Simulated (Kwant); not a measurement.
Device: wire with a row of barriers in a GaN two-dimensional gas. Effective mass 0.22 mₑ, grid spacing 5 nm, hard walls, nominal width 100 nm (19 grid rows, so walls 100 nm apart), one parabolic valley, scattering region 500 nm long along x; energies count from the band bottom; Fermi energy swept from 0.00013674 to 0.0016238 eV. 2 barrier(s) across the wire, height 0.0031 eV, thickness 10 nm (about 2 grid columns), spaced by 30 nm.

Constants are typed, rounded textbook-type inputs, not results; the design itself was drawn at random and stands for no fabricated device.

Computed with Kwant: effective-mass tight-binding model on a square grid, one spin, coherent transport at 0 K. Conductance is in e²/h.

Sweep values stay those of the base run.

The effective mass was swept, all else fixed.

| effective mass (mₑ) | G (e²/h) at E = 0.8756 meV | mean G (e²/h) over the sweep | G (e²/h) at E = 1.624 meV | G (e²/h) at E = 1.250 meV |
|---|---|---|---|---|
| 0.13 | 0.11 | 0.33 | 0.62 | 0.92 |
| 0.18 | 0.23 | 0.30 | 1.00 | 0.44 |
| 0.22 | 0.72 | 0.31 | 0.33 | 0.23 |
| 0.29 | 0.16 | 0.18 | 0.12 | 0.21 |

From the first row to the last the G at E = 0.8756 meV goes from 0.11 to 0.16. From the first row to the last the mean G over the sweep goes from 0.33 to 0.18.
